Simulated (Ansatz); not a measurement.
Data:

```xyz
1
Lattice="-1.4147 1.4147 1.4147 1.4147 -1.4147 1.4147 1.4147 1.4147 -1.4147" Properties=species:S:1:pos:R:3 pbc="T T T"
Cr     0.0000     0.0000     0.0000
```

No spin polarisation.

Calculations: r2SCAN, PAW, 500 eV (Ansatz, a quantum-chemistry and plane-wave program; no SOC). Γ-centred 23×23×23 mesh, Fermi–Dirac width 0.05 eV.

Question: Estimate the band gap.

Answer: Zero.

Question: Estimate the space group.

Answer: Im-3m (No. 229).

Stability against distortions was not tested. Starting moments died away, wholly or in part, for Fe → Cr; another magnetic solution may exist. All final runs are without spin polarisation. The cell was made from Fe by this change: Fe → Cr. Real Cr is antiferromagnetic at low temperature and ambient pressure, an order that this cell doesn't hold.
